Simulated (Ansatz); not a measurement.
By PBEsol, the system below comes out a metal.

Without scattering a metal conducts by its projected Fermi surface.

Here is the system:

```yaml
crystal:
  lattice:
    - [5.87268, 0.00000, 0.00000]
    - [-2.93634, 5.08589, 0.00000]
    - [2.93634, 1.69530, 2.39751]
  atoms:
    - { symbol: La, position: [0.00000, 0.00000, 0.00000] }
    - { symbol: B, position: [0.69988, 0.50000, 0.80012] }
    - { symbol: B, position: [0.30012, 0.50000, 0.19988] }
    - { symbol: B, position: [0.69988, 0.19988, 0.80012] }
    - { symbol: B, position: [0.30012, 0.80012, 0.19988] }
    - { symbol: B, position: [0.00000, 0.50000, 0.80012] }
    - { symbol: B, position: [0.00000, 0.50000, 0.19988] }
```

Space group of this cell: Pm-3m. The cell is taken as given; by PBEsol its mean pressure is -2.9 GPa.

The current flows along the normal of the first two printed cell vectors, the (111) plane of the conventional cell. No spin-orbit coupling; the value is a mean over 0.1 eV about the Fermi level.

**Question.** Compute, with PBEsol run with Ansatz (a program for electronic structure), the ballistic conductance per area.

**Answer.** 0.45 × 10¹⁵ S/m² for both spins.
